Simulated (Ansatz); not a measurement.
## CdSe: pressure series

The parent structure is CdSe in the zinc blende structure (space group F-43m, No. 216).

```
CdSe
1.0
    0.00000     3.09814     3.09814
    3.09814     0.00000     3.09814
    3.09814     3.09814     0.00000
Se Cd
1 1
Direct
  0.75000   0.75000   0.75000
  0.00000   0.00000   0.00000
```

Cell and atoms are relaxed at each pressure.

Calculations: plane-wave PAW DFT at the PBE level (Ansatz, a quantum-chemistry and plane-wave program, 420 eV), no spin-orbit coupling.

```tsv
pressure (GPa)	band gap (eV)
-2	0.39
-1	?
0	0.49
0.9	0.53
2.1	0.58
4.5	0.66
9	0.79
15	0.91
```

Question: Fit E_g = E₀ + αP + βP² to the rows shown and predict the withheld row.

Answer: Least squares on the printed values gives E₀ = 0.49 eV, α = 43.5 meV/GPa, β = -1.0 meV/GPa² (largest residual 0.01 eV); this predicts 0.44 eV, and the run gives 0.45 eV, in agreement.

Load acts through the strain it causes; cell and atoms are relaxed under it. Whether these cells are dynamically stable was not tested. Tetrahedral semiconductors of this kind turn to denser phases somewhere between about 1 and 50 GPa; those were not computed, so compressed cells here can lie past the real transition.
